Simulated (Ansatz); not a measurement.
## Ag: isotropic strain +0.50 %

The reference is Ag in the fcc (Cu type) structure (space group Fm-3m, No. 225; a = 4.001 Å; relaxed with 0.1 eV smearing).

Modification: the cell is scaled by 1.0050 in all directions, atoms relaxed at fixed cell.

All numbers come from LDA (Ansatz, a first-principles code, PAW, without spin-orbit coupling). Γ-centred 28×28×28 mesh, Fermi–Dirac width 0.1 eV.

The space group is still Fm-3m (No. 225) and the energy increases by 1.5 meV/atom. The band gap remains zero.

Final structure:

```xyz
1
Lattice="0.0000 2.0104 2.0104 2.0104 0.0000 2.0104 2.0104 2.0104 0.0000" Properties=species:S:1:pos:R:3 pbc="T T T"
Ag     0.0000     0.0000     0.0000
```

No phonon test of stability was made.
